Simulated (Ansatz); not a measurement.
The parent structure is BiB in the zinc blende structure (space group F-43m, No. 216; a = 5.457 Å; a hypothetical phase, not in the database extracts checked).

The other end (x = 1) is BP in the zinc blende structure (space group F-43m, No. 216): 11.54 Å³/atom, gap 1.11 eV.

Method: PBEsol/PAW in Ansatz (a program for electronic structure), without spin-orbit coupling, earlier PAW set.

P replaces a fraction x of Bi; each row is one arrangement (x, atoms in the cell, starting space group or random), fully relaxed.

One change was made to it. Results:

The band gap goes from 0.43 eV to zero; the mean first-shell distances amounts to Bi–B 2.280 Å (end compound 2.363 Å), P–B 2.003 Å (end compound 1.957 Å); the mixing energy amounts to +0.17 eV/atom (to 0.01 eV only: unlike meshes or grids).

### Question
What was done to the base?
A. x(P) = 0.667, 6 atoms, P3m1
B. x(P) = 0.667, 6 atoms, I-4m2
C. x(P) = 0.25, 8 atoms, Pmm2

### Answer
B, x(P) = 0.667, 6 atoms, I-4m2. For comparison, the mixing energy in the other runs: x(P) = 0.25, 8 atoms, Pmm2 gives +0.10 eV/atom; x(P) = 0.667, 6 atoms, P3m1 gives +0.22 eV/atom.

These are small ordered cells, not random alloys; other orderings at the same x differ. With Bi present, leaving out spin-orbit coupling can change the band edges. No phonon test of stability was made. All final runs are without spin polarisation. A zero or small gap of BiB3P2 and Bi3B4P can be the functional's error rather than a property of the material.
